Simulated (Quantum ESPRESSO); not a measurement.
# Pressure against volume in hcp Sc (space group 194) (Quantum ESPRESSO, PBEsol)

```
CELL_PARAMETERS angstrom
      3.21389     0.00000     0.00000
     -1.60695     2.78331     0.00000
      0.00000     0.00000     5.11699
ATOMIC_POSITIONS crystal
  Sc 0.66667 0.33333 0.75000
  Sc 0.33333 0.66667 0.25000
```

Method: PBEsol, GBRV 1.5 ultrasoft (PBESOL) pseudopotentials (plane waves; Quantum ESPRESSO 7.5). Settings: ecutwfc = 65 Ry; ecutrho = 520 Ry; occupations = smearing; smearing = fd; degauss = 0.0036749 Ry; potentials = {Sc: sc_pbesol_v1.uspp.F.UPF}; K_POINTS = automatic 20 20 11 0 0 0; conv_thr = 1e-10 Ry; mixing_beta = 0.4. The cell above is the first row's. The rows scale it uniformly. In all rows fractional positions and the k mesh are held.

```
V (Å^3/atom)  P (GPa)
------------  -------
22.886           2.02
23.384           0.69
23.881          -0.51
24.379          -1.62
24.877          -2.63
25.374          -3.56
25.872          -4.40
26.369          -5.16
26.867              ?
```

**Question.** Fit P against V with a cubic, and predict the withheld value at V = 26.867.

**Answer.** With u = V - 24.6, the rows have u = -1.7140, -1.2160, -0.7190, -0.2210, 0.2770, 0.7740, 1.2720, 1.7690. Least squares gives P = -2.082 - 2.0443·u + 0.1874·u² - 0.00893·u³. Residuals (row less fit): 0.003, -0.007, 0.002, 0.001, 0.004, -0.004, -0.002, 0.001; standard error 0.005 (degrees of freedom: 4). The fitted pressure is zero at V0 = 23.67, where dP/dV = -2.418, so B0 = -V0·dP/dV = 57.2 GPa. At the withheld row, u = 2.2670, so P = -2.082 - 2.0443 × 2.2670 + 0.1874 × 2.2670² - 0.00893 × 2.2670³ = -5.857 GPa. The calculation gives -5.87 GPa, 0.013 GPa below the prediction (0.2 % of the range of P in the table). The row lies outside the fitted rows, so this is an extrapolation. From the scatter of the fitted rows alone, a prediction at this place has a standard error of 0.013 GPa, so the miss is 1.0 times that.

Carrying the step between the two nearest rows on in a straight line would have given -5.92, off by 0.05; series whose last step already gives the withheld value aren't shown. The scan was laid around a cell of about the measured size, scaled by a guess for this functional; axis ratios and inner coordinates come from that cell. The runs keep the symmetry of the cell, so they don't test it for distortions. The shape of the cell and the inner coordinates aren't relaxed, so V0 and B0 belong to this uniform scaling; a relaxed crystal lies no higher in energy and is usually softer. Cutoffs and mesh are single choices, not tested for convergence of this quantity. Series with a scatter that would blur these digits, or in which a gap closes, are not shown.
